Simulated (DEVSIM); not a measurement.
Structure: W/Al2O3/p-Si capacitor, at 300 K.

| layer (left to right) | material | thickness (nm) | Na (cm⁻³) |
|---|---|---|---|
| 1 | Al2O3 | 17.0 | - |
| 2 | Si | 6800 | 3.6e14 |

Metal gate on the left, work function 4.6 eV. Fixed charge at the semiconductor interface 2.2e12 cm⁻² (in units of +e); interface traps 3.6e11 cm⁻² eV⁻¹, uniform in energy, neutral level at 0.5 of the gap above the valence band.

Constants are typed, rounded textbook-type inputs, not results; the design itself was drawn at random and stands for no fabricated device. Values at 300 K.

```
parameter      Al2O3       Si
-------------  -----  -------
gap (eV)         6.8    1.124
affinity (eV)   1.35     4.05
permittivity       9     11.7
Nc (cm⁻³)          -  2.86e19
Nv (cm⁻³)          -   3.1e19
```

Model (solved in DEVSIM): 1D Poisson equation in equilibrium, Boltzmann statistics, complete ionisation; no quantum confinement or tunnelling. Metal contacts follow the ideal Schottky-Mott rule: no Fermi-level pinning, no interface dipoles.

Tabulate band edges, carrier densities and field at -0.5 V on the gate.

Energies count from the Fermi level of the right contact; mesh points crowd at the junctions.

```csv
x (μm),Ec (eV),Ev (eV),n (cm⁻³),p (cm⁻³),field (V/cm)
0.000,3.750,-3.050,< 1e2,< 1e2,-420000
0.001619,3.683,-3.118,< 1e2,< 1e2,-420000
0.004993,3.542,-3.258,< 1e2,< 1e2,-420000
0.01120,3.283,-3.517,< 1e2,< 1e2,-420000
0.01578,3.092,-3.708,< 1e2,< 1e2,-420000
0.01712,0.341,-0.783,5.3e13,2200000,7200
0.01905,0.343,-0.781,5.0e13,2300000,7200
0.02634,0.348,-0.776,4.1e13,2800000,7200
0.04206,0.359,-0.765,2.7e13,4400000,7100
0.07913,0.385,-0.739,9.8e12,1.2e7,6800
0.1739,0.447,-0.677,8.8e11,1.3e8,6300
0.5333,0.638,-0.486,5.5e8,2.1e11,4300
1.308,0.815,-0.309,590000,2.0e14,650
3.134,0.830,-0.294,320000,3.6e14,≈ 0
5.707,0.830,-0.294,320000,3.6e14,≈ 0
6.358,0.830,-0.294,320000,3.6e14,≈ 0
6.634,0.830,-0.294,320000,3.6e14,≈ 0
6.742,0.830,-0.294,320000,3.6e14,≈ 0
6.796,0.830,-0.294,320000,3.6e14,≈ 0
6.809,0.830,-0.294,320000,3.6e14,≈ 0
6.814,0.830,-0.294,320000,3.6e14,≈ 0
6.817,0.830,-0.294,320000,3.6e14,≈ 0
```
